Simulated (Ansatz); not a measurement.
The reference is MgSe in the rock salt structure (space group Fm-3m, No. 225).

```
CELL_PARAMETERS angstrom
      0.00000     2.72478     2.72478
      2.72478     0.00000     2.72478
      2.72478     2.72478     0.00000
ATOMIC_POSITIONS crystal
  Mg 0.00000 0.00000 0.00000
  Se 0.50000 0.50000 0.50000
```

Cartesian axes are those of the cell as printed.

Computed with PBEsol (Ansatz, an electronic-structure program, PAW, without spin-orbit coupling).

Strains are applied to the cell and any free atomic positions relax; under biaxial strain the out-of-plane vector relaxes too.

One change was made to it. Results:

```json
[
 {"quantity": "energy relative to the base (free energy F)", "base": "0 meV/atom", "after": "+18 meV/atom"},
 {"quantity": "valence-band top at Γ (three highest levels, from the VBM)", "base": "0.00, 0.00, 0.00 eV", "after": "0.00, -0.21, -0.21 eV"},
 {"quantity": "pressure (mean of the normal stresses, compression positive)", "base": "0.00 GPa", "after": "3.46 GPa"}
]
```

**Question.** Which of these changes matches the shifts?
A. biaxial strain +2.50 %, plane normal [001], relaxed out of plane
B. biaxial strain +2.00 %, plane normal [001], relaxed out of plane
C. biaxial strain +1.50 %, plane normal [001], relaxed out of plane
D. biaxial strain −2.00 %, plane normal [001], relaxed out of plane
E. biaxial strain −3.00 %, plane normal [001], relaxed out of plane

**Answer.** E, biaxial strain −3.00 %, plane normal [001], relaxed out of plane. For comparison, the energy relative to the base in the other runs: biaxial strain +2.00 %, plane normal [001], relaxed out of plane gives +6.6 meV/atom; biaxial strain −2.00 %, plane normal [001], relaxed out of plane gives +7.8 meV/atom; biaxial strain +2.50 %, plane normal [001], relaxed out of plane gives +10 meV/atom; biaxial strain +1.50 %, plane normal [001], relaxed out of plane gives +3.8 meV/atom.

The levels and masses belong to the bands next to the band gap. Stability against distortions was not tested.
